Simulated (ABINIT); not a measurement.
Input and output of a self-consistent single point for RbTl3 (Fm-3m, 4 atoms in the cell) (ABINIT).

Method of the run: PBEsol, norm-conserving pseudopotentials (PseudoDojo nc-sr-04 PBEsol standard) (plane waves; ABINIT).

```
RbTl3
1.0
    0.00000     4.18059     4.18059
    4.18059     0.00000     4.18059
    4.18059     4.18059     0.00000
Rb Tl
1 3
Direct
  0.00000   0.00000   0.00000
  0.25000   0.25000   0.25000
  0.75000   0.75000   0.75000
  0.50000   0.50000   0.50000
```

Reference input (self-consistent single point, DFT, LDA (PW92), plane waves, norm-conserving pseudopotentials (PseudoDojo nc-sr-04 LDA standard)): pseudos = [Rb.upf, Tl.upf]; ecut = 62 Ry; occopt = 7; tsmear = 0.1 eV; ngkpt = 7 7 7; nshiftk = 1; shiftk = 0 0 0; potentials = PseudoDojo nc-sr-04 LDA standard; nband = 31; kptopt = 1; nstep = 60; toldfe = 1e-09 Ha. This run's input differs from it in these lines:

```diff
@@ -1,2 +1,2 @@
-# RbTl3, PseudoDojo nc-sr-04 LDA standard
+# RbTl3, PseudoDojo nc-sr-04 PBEsol standard
 pp_dirpath "./"
```

Its files differ too (potentials: PseudoDojo nc-sr-04 LDA standard → PseudoDojo nc-sr-04 PBEsol standard).

Log, with long lists cut:

```
--- !BeginCycle
solver: {iscf: 7, nstep: 60, nline: 4, wfoptalg: 0, }
tolerances: {toldfe: 1.00E-09, }
...

     iter   Etot(hartree)      deltaE(h)  residm     vres2
 ETOT  1  -208.34572925542    -2.083E+02 3.704E-01 5.552E+01
 ETOT  2  -209.10510877663    -7.594E-01 2.124E-02 4.119E+01
 ETOT  3  -209.10862005934    -3.511E-03 1.507E-02 7.700E+00
 ETOT  4  -209.10898618122    -3.661E-04 1.562E-03 9.580E-01
 ETOT  5  -209.10902847561    -4.229E-05 6.063E-04 1.427E-01
 ETOT  6  -209.10903465805    -6.182E-06 2.532E-04 1.868E-03
 ETOT  7  -209.10903474714    -8.908E-08 8.960E-05 1.951E-04
 ETOT  8  -209.10903475817    -1.103E-08 1.911E-04 5.776E-07
 ETOT  9  -209.10903475821    -4.638E-11 6.431E-05 1.641E-07
 ETOT 10  -209.10903475823    -1.674E-11 1.196E-04 4.238E-10
 At SCF step   10, etot is converged :
  for the second time, diff in etot=  1.674E-11 < toldfe=  1.000E-09

 Cartesian components of stress tensor (hartree/bohr^3)
  sigma(1 1)=  8.42116874E-05  sigma(3 2)=  0.00000000E+00
  sigma(2 2)=  8.42116874E-05  sigma(3 1)=  0.00000000E+00
  sigma(3 3)=  8.42116874E-05  sigma(2 1)=  0.00000000E+00

 ----iterations are completed or convergence reached----

 reduced coordinates (array xred) for    4 atoms
       0.000000000000      0.000000000000      0.000000000000
       0.250000000000      0.250000000000      0.250000000000
       0.750000000000      0.750000000000      0.750000000000
       0.500000000000      0.500000000000      0.500000000000
 cartesian forces (eV/Angstrom) at end:
    1     -0.00000000000000    -0.00000000000000     0.00000000000000
   [... lines left out ...]
 Fermi (or HOMO) energy (hartree) =   0.12195   Average Vxc (hartree)=  -0.33914
 Fermi (or HOMO) energy (eV) =   3.31845   Average Vxc (eV)=  -9.22837
   [... lines left out ...]
total_energy        : -2.09109034758230E+02
total_energy_eV     : -5.69014621340027E+03
band_energy         : -1.26864932116202E+01
...

-Cartesian components of stress tensor (GPa)         [Pressure= -2.4776E+00 GPa]
- sigma(1 1)=  2.47759297E+00  sigma(3 2)=  0.00000000E+00
- sigma(2 2)=  2.47759297E+00  sigma(3 1)=  0.00000000E+00
- sigma(3 3)=  2.47759297E+00  sigma(2 1)=  0.00000000E+00

 Calculation completed.
```

The run converged in 10 iterations. Against the reference run the pressure goes from -3.67 to -2.48 GPa.

The starting cell comes from a database of computed structures (which also holds hypothetical and non-ambient phases and stackings), without a prior relaxation at this level. Its lattice was rescaled by a random factor within 2.5 % of one.

Cost on one core of a shared machine: roughly 2 min.
